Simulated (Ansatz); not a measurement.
Response to strain in HgS

The reference is HgS in the zinc blende structure (space group F-43m, No. 216; a = 5.812 Å).

Strains are applied to the cell and any free atomic positions relax.

Level of theory: LDA (Ansatz, a quantum-chemistry and plane-wave program; PAW; 420 eV plane waves; no spin-orbit coupling).

Notes on the quantities. energy relative to the base: free energy F.

| isotropic strain (%) | energy relative to the base (meV/atom) |
|---|---|
| -3 | 47.1 |
| -2.5 | 32.0 |
| -1.5 | 11.1 |
| -1 | 4.8 |
| 0 | 0.0 |
| 0.5 | 1.1 |
| 2 | ? |
| 2.5 | 26.4 |
| 3 | 37.2 |

Task: Fit ΔE = Aε² + Bε³ (ε in %) to the rows shown and predict the withheld row.

Result: Least squares on the printed values gives A = 4.68 and B = -0.18 meV/atom (largest residual 0.1 meV/atom); this predicts 17.3 meV/atom, and the run gives 17.2 meV/atom, in agreement.

A case with no gap was solved on a k-mesh chosen for an insulator, which is coarse for it. Stability against distortions was not tested. All final runs are without spin polarisation.
